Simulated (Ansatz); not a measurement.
The starting structures come from a database of crystals and need not be the phases stable at ambient conditions.

 Where the default PAW files enter, the runs use the earlier of Ansatz's two default sets.

By PBEsol, the system below comes out a metal.

Without scattering a metal conducts by its projected Fermi surface.

Given:

```
InSb
1.0
    3.04146     0.00000     0.00000
    0.00000     6.14685     0.00000
    0.00000     0.00000     3.04524
In Sb
1 1
Direct
  0.00000   0.00000   0.99752
  0.00000   0.50000   0.25248
```

Space group of this cell: Pmm2. The cell is strained (lengths along the current scaled by 0.97, ions clamped); by PBEsol its mean pressure is -1.1 GPa.

The current flows along the normal of the first two printed cell vectors. No spin-orbit coupling; the value is a mean over 0.1 eV about the Fermi level.

### Question
Predict the ballistic conductance per area from PBEsol in Ansatz (an electronic-structure program).

### Answer
0.83 × 10¹⁵ S/m² for both spins.
